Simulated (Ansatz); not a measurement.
**Step by step: reaction energy**

We look at the reaction energy. Reaction: Si (diamond) + 2 H2 (gas) → SiH4 (gas). The sign is products less reactants.

Ansatz (a program for electronic structure) with PAW potentials; structures come from PBE relaxations, nuclei static, no net charge. Ansatz runs with its default PAW set. Other levels take these structures. The lattices are those relaxed with PBE, so at other levels the solids can be strained, which adds to the spread. A dispersion term (D3(BJ), or D4 for r2SCAN) was computed beside these levels and is taken off wherever the name lacks it.

Total energies of the cells in eV, at zero smearing width. They compare only within one column; the weights balance every element.

| cell | atoms | weight | r2SCAN | PBEsol |
|---|---|---|---|---|
| Si (diamond) | 2 | −1 | -1278.13039 | -1242.97967 |
| SiH4 (gas) | 5 | +2 | -702.78556 | -683.76939 |
| H2 (gas) | 2 | −4 | -31.88989 | -31.21752 |

r2SCAN: − (-1278.13039) + 2 × (-702.78556) − 4 × (-31.88989) = 0.119 eV; dividing by 2 gives 0.06 eV.

PBEsol: − (-1242.97967) + 2 × (-683.76939) − 4 × (-31.21752) = 0.311 eV; dividing by 2 gives 0.16 eV.

What follows from the r2SCAN value: Per mole of the reaction as written, 0.059 eV × 96.485 = 5.7 kJ.
